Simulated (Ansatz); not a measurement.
Functionals compared on NH2 on the 1x1 (111) surface of fcc Rh, one in a 2x2 cell, started at the site 'bridge Rh-Rh (span 2.7 Å)', in Ansatz (plane waves, PAW). The structure was relaxed with PBE; the other rows are single points on it, each with its references at the same level. Cutoff 420 eV (500 eV for r2SCAN).

Model: 19-atom slab, 6.5 Å thick at the start under the adsorbate (thin: gaps and levels are the slab's own), 6x6x1 mesh, Fermi-Dirac 0.1 eV, dipole correction, 8 atoms held, the rest relaxed; symmetry of the start imposed; no spin, no spin-orbit, no U, no dispersion correction. At the end it is bonded to 2 Rh. In PBE it is, or lies within 0.03 eV of, the lowest of the starts that converged. These notes are the PBE run's. Adsorption energies are against NH3(g) − ½ H2(g). A negative adsorption energy means that the adsorbate is more stable on the surface than in its reference.

```csv
functional,adsorption energy (eV),work function of the top face (eV),change of the work function (eV),rough cost of the single point
PBE,-0.11,3.48,-1.67,–
RPBE,0.15,3.35,-1.61,around 3 core-minutes (rough)
r2SCAN,(withheld),(withheld),(withheld),roughly 6 core-minutes
```

Question: What belongs in the gaps?

Answer: 
- r2SCAN, adsorption energy (eV): -0.31
- r2SCAN, work function of the top face (eV): 3.50
- r2SCAN, change of the work function (eV): -1.64

Ansatz is a first-principles code.
